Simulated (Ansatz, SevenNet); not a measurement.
**NbAs (I4₁md, No. 109, 4 atoms in the cell; start mp-2059): equilibrium volume per atom by level of theory**

No measured value is used here.

| level (code) | value (Å³/atom) |
|---|---|
| SevenNet-l3i5 | 17.85 |
| LDA (Ansatz) | 16.83 |
| PBE (Ansatz) | ___ |
| PBE-D3(BJ) (Ansatz) | 17.09 |
| r²SCAN+rVV10 (Ansatz) | 17.45 |

Q: Fill in the missing entries.

A: 
- PBE (Ansatz, a first-principles code), value (Å³/atom): 17.72

SevenNet-l3i5, LDA, PBE, PBE-D3(BJ), r²SCAN+rVV10: the relaxation could not lower the start's symmetry, so the cell can be a saddle point above a distorted one. Ansatz's density-functional and Hartree–Fock values are scalar-relativistic unless marked +SOC, with PAW data made under PBE.

Machine-learned potentials (SevenNet-l3i5) are trained on DFT data: a solid inside that data is no test of them.

A start named mp-… is a Materials Project structure, which need not be a measured phase.
